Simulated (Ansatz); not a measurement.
```
CELL_PARAMETERS angstrom
     -0.00040     0.00008     7.25216
      1.81162    -7.11986     3.62589
      7.27487     0.00663    -3.62648
ATOMIC_POSITIONS crystal
  Zr 0.00489 0.79121 0.05099
  Zr 0.50489 0.79121 0.05099
  Ti 0.25700 0.78983 0.55379
  Ti 0.75700 0.78983 0.55379
  Zr 0.74511 0.20879 0.44901
  Zr 0.24511 0.20879 0.44901
  Ti 0.99300 0.21017 0.94621
  Ti 0.49300 0.21017 0.94621
  Si 0.42548 0.11270 0.21367
  Si 0.92548 0.11270 0.21367
  Si 0.68351 0.11287 0.72990
  Si 0.18351 0.11287 0.72990
  Si 0.32452 0.88730 0.28633
  Si 0.82452 0.88730 0.28633
  Si 0.56649 0.88713 0.77010
  Si 0.06649 0.88713 0.77010
  Si 0.81129 0.50622 0.37886
  Si 0.31129 0.50622 0.37886
  Si 0.06454 0.49377 0.87287
  Si 0.56454 0.49377 0.87287
  Si 0.93871 0.49378 0.12114
  Si 0.43871 0.49378 0.12114
  Si 0.18546 0.50623 0.62713
  Si 0.68546 0.50623 0.62713
```

The mixing enthalpy is taken against the end members in the ZrSi2 (C49) type type (which need not be the stable form of every end member), relaxed in the same cell and mesh.

Calculation: PBE (plane waves to 420 eV, PAW; Ansatz, a program for electronic structure). No spin–orbit coupling; the runs are not spin-polarised. Its k-point mesh 6×5×5, Fermi–Dirac width 0.05 eV.

Give the composition and order of this alloy cell, and its volume, bond lengths and mixing enthalpy.

A 24-atom cell of (Ti,Zr)Si2 started in the ZrSi2 (C49) type structure, site fractions Ti 0.500, Zr 0.500, short-range order -0.33 among the nearest mixed sites of the first mixed sublattice (0 is random, a negative value favours unlike neighbours), space group P2_1/m at the end, an ordered arrangement that its symmetry holds.
- volume per atom: 15.65 Å³
- Si–Zr bonds (within 1.22 times the sum of covalent radii): 2.771 Å on average, from 2.693 to 2.890 (40)
- Si–Ti bonds (within 1.22 times the sum of covalent radii): 2.731 Å on average, from 2.613 to 2.977 (40)
- mixing enthalpy per site of the mixed sublattice: 71 meV
- departure of the mean lattice parameter from Vegard's line: +0.2 %
